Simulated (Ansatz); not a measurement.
The reference is AgI in the wurtzite structure (space group P6_3mc, No. 186; a = 4.560 Å, c = 7.451 Å). Axes: x lies along a and z along c of the hexagonal cell.

Method: Ansatz (an electronic-structure program) PBEsol, no spin-orbit coupling, earlier PAW set.

Before the change:

| Item | Result |
|---|---|
| Volume per atom | 33.55 Å³ |
| Valence-band top at Γ | 0.00, 0.00, -0.07 eV |

It is then changed as follows: compressive biaxial strain of 0.27 % in the plane normal to [001], as in epitaxy on a mismatched substrate; the out-of-plane cell vector and the atoms relax.

Problem. Predict the new volume per atom.

Solution. The volume per atom shrinks by 0.073 Å³ (33.55 Å³ → 33.47 Å³).

Problem. Estimate the effect on the in-plane stress.

Solution. The mean in-plane stress (compression positive) is +0.1 GPa.

Problem. What does the calculation give for the valence-band top at Γ after the change?

Solution. The valence-band top at Γ (three highest levels, from the VBM) goes from 0.00, 0.00, -0.07 eV to 0.00, 0.00, -0.08 eV.

With I present, leaving out spin-orbit coupling can change the band edges. The levels and masses belong to the bands next to the band gap. No phonon test of stability was made.
